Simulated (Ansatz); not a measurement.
Results of rVV10 (Ansatz, a program for electronic structure, plane waves, PAW) for fluorite PbF2 (high-temperature phase).

Settings: plane-wave cutoff 520 eV, 10×10×10 k mesh, Fermi–Dirac smearing 0.01 eV, scalar-relativistic PAW data made under PBE.

Properties against volume:

| V (Å³/atom) | P (GPa) | direct gap at Γ (eV) | smallest gap on the k mesh (eV) |
|---|---|---|---|
| 16.666 | 5.31 | 8.960 | 4.273 |
| 17.021 | 3.33 | 8.805 | 4.276 |
| 17.375 | 1.57 | 8.653 | 4.278 |
| 17.730 | 0.00 | 8.506 | 4.277 |
| 18.084 | -1.40 | 8.363 | 4.274 |
| 18.439 | -2.66 | 8.223 | 4.260 |
| 18.794 | -3.77 | 8.086 | 4.242 |

The fundamental gap (4.27 eV at the equilibrium volume, with added k points) lies elsewhere than Γ–Γ.

Spin–orbit coupling is not included; with these elements it can move the gap by several tenths of an eV or more.
